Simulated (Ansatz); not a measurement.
The reference is BN in the zinc blende structure (space group F-43m, No. 216; a = 3.610 Å). Axes: x, y, z lie along the cube axes.

Method: r2SCAN in Ansatz (plane waves to 500 eV, PAW, no SOC).

Base values:

| Quantity | Value |
|---|---|
| Valley order | X along ⟨100⟩ 5.00 eV |
| Pressure | 0.00 GPa |

The change: uniaxial strain ε_zz = −2.00 %, all other strain components held at zero; the atoms relax in the strained cell.

Task: What happens to the valley order and pressure?

Result: The valley order (the lowest conduction-band minima on the path, energy above the VBM, named in the base's zone) changes from X along ⟨100⟩ 5.00 eV to X along [001] 4.65 eV; X along [100] 5.02 eV; the pressure (mean of the normal stresses, compression positive) goes from zero to 8.21 GPa.

The levels and masses belong to the bands next to the band gap. Whether these cells are dynamically stable was not tested.

Ansatz is a first-principles code.
